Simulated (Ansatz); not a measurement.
# La with two functionals

Consider La (space group P6_3/mmc, No. 194; a = 3.770 Å, c = 12.081 Å).

(Cell as relaxed with PBE.)

Levels (all Ansatz, a quantum-chemistry and plane-wave program, PAW): PBE (420 eV, no spin-orbit coupling); r2SCAN (500 eV, without spin-orbit coupling).

Each level relaxes its own structure.

```csv
quantity,PBE,r2SCAN
volume per atom,37.18 Å³,37.33 Å³
lattice parameter a,3.770 Å,3.786 Å
lattice parameter c,12.081 Å,12.033 Å
band gap,zero,zero
```

PBE's volume per atom lies 0.15 Å³ below r2SCAN's (0.4 %); PBE's lattice parameter a lies 0.0152 Å below r2SCAN's (0.4 %); PBE's lattice parameter c lies 0.048 Å above r2SCAN's (0.4 %); the two agree on the band gap. Neither level is exact; r2SCAN is the comparison here, not a measurement.

Whether these cells are dynamically stable was not tested.
